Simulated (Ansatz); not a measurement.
Take TiB2 (space group P6/mmm, No. 191; a = 2.994 Å, c = 3.160 Å) as the base.

Level of theory: LDA (Ansatz, a first-principles code), no spin-orbit coupling.

Strains are applied to the cell and any free atomic positions relax.

One change was made to it. Results:

```tsv
quantity	base	after
pressure (mean of the normal stresses, compression positive)	0.0 GPa	13.9 GPa
energy relative to the base (free energy F)	0 meV/atom	+15 meV/atom
band gap	zero	zero
```

Q: What was done to the base?
(A) isotropic strain +1.50 %
(B) isotropic strain −1.00 %
(C) isotropic strain −0.50 %
(D) isotropic strain −1.50 %
(E) isotropic strain +3.00 %

A: D, isotropic strain −1.50 %. For comparison, the energy relative to the base in the other runs: isotropic strain −0.50 % gives +1.6 meV/atom; isotropic strain +3.00 % gives +53 meV/atom; isotropic strain −1.00 % gives +6.6 meV/atom; isotropic strain +1.50 % gives +14 meV/atom.

The mesh was chosen for an insulator and is coarse for the gapless case. Stability against distortions was not tested. The final runs are not spin-polarised.
